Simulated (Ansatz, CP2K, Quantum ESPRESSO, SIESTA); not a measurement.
# Code comparison for BaC2 (P1, 6 atoms in the cell)

Self-consistent single point, at a second geometry (atoms moved at random). First geometry:

```
CELL_PARAMETERS angstrom
      3.77493    -2.35399     0.00000
      3.77493     2.35399     0.00000
     -2.83915     0.00000     7.71389
ATOMIC_POSITIONS crystal
  Ba 0.81021 0.18979 0.25000
  Ba 0.18979 0.81021 0.75000
  C  0.58597 0.89327 0.44553
  C  0.41403 0.10673 0.55447
  C  0.10673 0.41403 0.05447
  C  0.89327 0.58597 0.94553
```

Second geometry:
```
CELL_PARAMETERS angstrom
      3.77493    -2.35399     0.00000
      3.77493     2.35399     0.00000
     -2.83915     0.00000     7.71389
ATOMIC_POSITIONS crystal
  Ba 0.82200 0.19761 0.24497
  Ba 0.17145 0.81905 0.74824
  C  0.60355 0.88036 0.44838
  C  0.41316 0.10764 0.55578
  C  0.10321 0.40593 0.05570
  C  0.88663 0.58942 0.94693
```

Shared settings, as Ansatz (a program for electronic structure) writes them: kpoints.mp_grid.grid = 5 5 3; scf.occupations.method = fermi_dirac; scf.occupations.width = 0.05 eV. Potentials and cutoffs stand in the table.

```csv
code,model,ΔF from the first geometry (meV/atom),pressure (GPa),largest force (eV/Å),gap on the mesh (eV),cutoff
Quantum ESPRESSO,"PBEsol, GBRV 1.5 ultrasoft (PBESOL) pseudopotentials",7.4,-1.63,2.214,2.143,40 Ry
CP2K,"PBEsol, GPW, DZVP-MOLOPT-SR-GTH basis, GTH-PBE potentials (GTH_POTENTIALS)",5.3,-1.20,2.032,2.087,grid 500 Ry
SIESTA,"GGA PBEsol, numerical atomic orbitals DZP, PseudoDojo PBEsol standard norm-conserving potentials (rewritten from UPF to PSML)",-12.9,1.18,1.049,3.529,grid 350 Ry
Ansatz,"PBEsol, PAW files made with PBE",10.3,-2.10,2.389,2.157,default
```

Size of the force on each atom (eV/Å): Sizes of forces hide their directions.

```csv
code,Ba1,Ba2,C3,C4,C5,C6
Quantum ESPRESSO,0.410,0.188,2.214,2.119,0.811,0.688
CP2K,0.412,0.219,2.032,1.926,0.630,0.477
SIESTA,0.686,0.199,0.833,0.665,1.003,1.049
Ansatz,0.395,0.183,2.389,2.298,1.017,0.909
```

Gaps are read on the mesh.

The spread over the programs that give each value: ΔF from the first geometry within 23.2 meV/atom; pressure within 3.28 GPa; largest force within 1.340 eV/Å; gap on the mesh within 1.442 eV.

CP2K and SIESTA use small atom-centred bases, whose incompleteness enters pressures, forces and empty levels differently from a plane-wave cutoff. Ansatz's pressure is given at a fixed set of plane waves, as the other plane-wave codes print theirs; with its correction for the finite basis it is -2.00 GPa. In the pressure, SIESTA (by 3.05) lies more than 1 GPa from the median of the plane-wave programs. In the gap, SIESTA (by 1.380) lies more than 0.12 eV from the median of the plane-wave programs.

The starting cell comes from a database of computed structures (which also holds hypothetical and non-ambient phases and stackings), without a prior relaxation at this level. Its lattice was rescaled by a random factor within 2.5 % of one. For this run, on top of that: atoms moved at random.

Keys are those of Ansatz 0.2.
